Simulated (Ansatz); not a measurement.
# MoTe2, pressure series

Consider MoTe$_{2}$ in the 2H-MoS2 type structure (space group P6_3/mmc, No. 194; layered, stacked along the Cartesian z axis).

```xyz
6
Lattice="3.4966 0.0000 0.0000 -1.7483 3.0282 0.0000 0.0000 0.0000 13.6958" Properties=species:S:1:pos:R:3 pbc="T T T"
Mo     0.0000     2.0188    10.2719
Mo     1.7483     1.0094     3.4240
Te     0.0000     2.0188     1.6069
Te     1.7483     1.0094     8.4548
Te     1.7483     1.0094    12.0890
Te     0.0000     2.0188     5.2411
```

Cell and atoms are relaxed at each pressure.

Computed with DFT with PBE-D3(BJ), PAW potentials and a 420 eV plane-wave cutoff in Ansatz (an electronic-structure program), spin-orbit coupling left out.

| P (GPa) | V (Å³/atom) |
|---|---|
| -2.00 | 25.740 |
| -1.01 | 24.796 |
| 0.30 | 24.012 |
| 0.70 | 23.817 |
| 1.51 | 23.468 |
| 5.00 | 22.302 |

### Question
Fit a third-order Birch–Murnaghan equation of state.

### Answer
Least squares on P(V) = (3B₀/2)[(V₀/V)^(7/3) − (V₀/V)^(5/3)]·[1 + (3/4)(B₀′ − 4)((V₀/V)^(2/3) − 1)] gives V₀ = 24.18 Å³/atom, B₀ = 43 GPa and B₀′ = 9.2.

Load acts through the strain it causes; cell and atoms are relaxed under it. Whether these cells are dynamically stable was not tested. Competing high-pressure phases were not computed. The D3 term's C6 switches between coordination references near this geometry, which can add small steps to energies.
